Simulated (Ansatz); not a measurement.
Crystal: TePb (Fm-3m, rock salt, 2 atoms a cell, 33.8 Å³ an atom); both levels run on this one cell.

Complex bands along the normal of (111) by Ansatz (plane waves, PAW, no spin-orbit coupling). r2SCAN gives a gap of 1.02 eV and a slowest mid-gap decay of 0.081 1/Å.

What does PBE give on the same cell, and what does that do to the current through 2 nm?

Gap 0.74 eV, κ = 0.073 1/Å. The mid-gap transmission through 2 nm changes by exp(2 × 20 × (0.081 − 0.073)) = a factor of 1.4 against r2SCAN.

Ansatz is a quantum-chemistry and plane-wave program.
